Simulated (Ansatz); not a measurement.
## Effect of pressure 100 GPa on TiO2

Consider TiO$_{2}$ in the rutile structure (space group P4_2/mnm, No. 136; a = 4.591 Å, c = 2.939 Å).

One thing is altered: cell and atoms relaxed at a pressure of 100 GPa.

Computed with Ansatz (a first-principles code), PBEsol, PAW, cutoff 420 eV, scalar-relativistic without spin-orbit coupling. k-mesh 7×7×11 (Γ-centred); smearing 0.05 eV (Fermi–Dirac).

The volume per atom decreases by 2.30 Å³ to 8.03 Å³ and the density goes up by 1.225 g/cm³ (4.28 g/cm³ → 5.51 g/cm³). The lattice parameter a drops by 0.428 Å (4.591 Å → 4.163 Å) and the c/a ratio rises by 0.028 (0.640 → 0.668). The shortest interatomic distance falls by 0.170 Å to 1.772 Å and the enthalpy H = E + PV relative to the base's energy is +5.58 eV/atom. The band gap grows by 0.45 eV, from 1.87 eV to 2.32 eV and the gap character is still direct at Γ. The width of the top valence band increases by 0.35 eV, from 1.65 eV to 2.00 eV and the electron mass becomes 0.42 mₑ along c, 0.78 mₑ across (at Γ) (base: 0.54 mₑ along c, 1.1 mₑ across (at Γ)). The hole mass amounts to 1.4 mₑ along c, 1.6 mₑ across (at Γ) and the valence-band top at Γ (three highest levels, from the VBM) changes from 0.00, -0.45, -0.45 eV to 0.00, -0.41, -0.41 eV.

Final structure:

```xyz
6
Lattice="4.1628 0.0000 0.0000 0.0000 4.1628 0.0000 0.0000 0.0000 2.7798" Properties=species:S:1:pos:R:3 pbc="T T T"
Ti     0.0000     0.0000     0.0000
Ti     2.0814     2.0814     1.3899
O      1.2530     1.2530     0.0000
O      3.3344     0.8284     1.3899
O      0.8284     3.3344     1.3899
O      2.9099     2.9099     0.0000
```

Load acts through the strain it causes; cell and atoms are relaxed under it. Masses are band curvatures over ±0.01 Å⁻¹ around the edge. No phonon test of stability was made. Competing high-pressure phases were not computed. All final runs are without spin polarisation.
